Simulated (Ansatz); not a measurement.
Data:

```xyz
2
Lattice="0.0000 3.0052 3.0052 3.0052 0.0000 3.0052 3.0052 3.0052 0.0000" Properties=species:S:1:pos:R:3 pbc="T T T"
Cd     0.0000     0.0000     0.0000
Se     4.5079     4.5079     4.5079
```

Method: PBEsol with spin-orbit coupling, rigid bands (plane waves, PAW; Ansatz, an electronic-structure program). Condition of this run: hydrostatic pressure 2 GPa (the target of the relaxation). Geometry: cell and atoms relaxed with PBEsol, then loaded as said.

Predict the hole conductivity mass (n e² τ/σ) at 300 K, by direction if it differs.

0.72 mₑ.

What conductivity effective mass do dilute electrons have at 300 K?

0.062 mₑ.

And the band gap?

0.43 eV at this level; semilocal functionals usually fall short of the measured gap.

Rigid bands, one relaxation time for all states, no polarons.
